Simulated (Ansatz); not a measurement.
Take TiN in the rock salt structure (space group Fm-3m, No. 225) as the base.

```
CELL_PARAMETERS angstrom
      0.00000     2.10198     2.10198
      2.10198     0.00000     2.10198
      2.10198     2.10198     0.00000
ATOMIC_POSITIONS crystal
  N  0.00000 0.00000 0.00000
  Ti 0.50000 0.50000 0.50000
```

Cartesian axes are those of the cell as printed.

All numbers come from Kohn–Sham DFT with the PBEsol functional, run in Ansatz (a first-principles code) with PAW and 420 eV plane waves, no spin-orbit coupling.

For the base:

```
Quantity                         Value
-----------------------------  -------
Shortest interatomic distance  2.102 Å
Band gap                          zero
```

Now apply this change: a free-standing slab of 2 layers (4 atoms, 2 a layer) is cut normal to the z axis, with 15 Å of vacuum and the in-plane cell held at bulk.

### Question
Predict the new excess energy per area of both faces.

### Answer
The excess energy per area of both faces (slab less bulk energy over the cell's area: twice a surface energy) is 3.2 J/m² (uncertain by up to 0.07 J/m²).

### Question
How does this affect the shortest interatomic distance?

### Answer
The shortest interatomic distance drops by 0.060 Å to 2.042 Å.

### Question
Estimate the effect on the band gap.

### Answer
The band gap is still zero.

Slab and bulk use different k-meshes, which limits the precision of the excess energy. Stability against distortions was not tested. All final runs are without spin polarisation. An odd electron count without spin: TiN.
